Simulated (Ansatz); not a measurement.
## Pressure series in Al

Base system: Al in the fcc (Cu type) structure (space group Fm-3m, No. 225; a = 4.040 Å).

Cell and atoms are relaxed at each pressure.

Level of theory: PBE in Ansatz (plane waves to 420 eV, PAW, spin-orbit coupling left out), earlier PAW set.

Notes on the quantities. enthalpy: H = E + PV relative to the base's energy.

| variant | enthalpy | shortest interatomic distance |
|---|---|---|
| base | – | 2.857 Å |
| pressure −2 GPa | -0.21 eV/atom | 2.883 Å |
| pressure −1 GPa | -0.10 eV/atom | 2.870 Å |
| pressure 3 GPa | +0.30 eV/atom | 2.823 Å |
| pressure 7 GPa | +0.69 eV/atom | 2.785 Å |
| pressure 15 GPa | +1.43 eV/atom | 2.726 Å |
| pressure 30 GPa | +2.71 eV/atom | 2.646 Å |
| pressure 50 GPa | +4.27 eV/atom | 2.569 Å |
| pressure 75 GPa | +6.06 eV/atom | 2.499 Å |
| pressure 100 GPa | +7.73 eV/atom | 2.444 Å |

Load acts through the strain it causes; cell and atoms are relaxed under it. Stability against distortions was not tested. Competing high-pressure phases were not computed.

Ansatz is a quantum-chemistry and plane-wave program.
